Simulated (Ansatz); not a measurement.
Start from CaO in the rock salt structure (space group Fm-3m, No. 225; a = 4.767 Å). Axes: x, y, z lie along the cube axes.

All numbers come from PBEsol in Ansatz (plane waves to 420 eV, PAW, scalar-relativistic without spin-orbit coupling).

For the base:

The band gap is 3.54 eV and the valence-band top at Γ is 0.00, 0.00, 0.00 eV.

It is then changed as follows: compressive biaxial strain of 0.50 % in the plane normal to [001], as in epitaxy on a mismatched substrate; the out-of-plane cell vector and the atoms relax.

Problem. Predict the new band gap.

Solution. The band gap decreases by 0.019 eV, from 3.54 eV to 3.53 eV.

Problem. Predict the new valence-band top at Γ.

Solution. The valence-band top at Γ (three highest levels, from the VBM) becomes 0.00, 0.00, -0.02 eV (base: 0.00, 0.00, 0.00 eV).

Whether these cells are dynamically stable was not tested.

Ansatz is a program for electronic structure.
